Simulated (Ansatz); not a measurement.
CdTe: response to strain

Consider CdTe in the zinc blende structure (space group F-43m, No. 216; a = 6.5578 Å). Axes: x, y, z lie along the cube axes.

Strains are applied to the cell and any free atomic positions relax.

All numbers come from r2SCAN (Ansatz, a first-principles code, PAW, without spin-orbit coupling).

Notes on the quantities. energy relative to the base: free energy F.

```tsv
uniaxial strain ε_zz (%)	energy relative to the base (meV/atom)
-3	5.2
-2.5	3.6
-2	2.3
-1.5	1.3
-1	?
-0.5	0.1
0	0.0
```

Task: Fit ΔE = Aε² + Bε³ (ε in %) to the rows shown and predict the withheld row.

Result: Least squares on the printed values gives A = 0.569 and B = -0.0028 meV/atom (largest residual 0.0 meV/atom); this predicts 0.6 meV/atom, and the run gives 0.6 meV/atom, in agreement.

Stability against distortions was not tested.
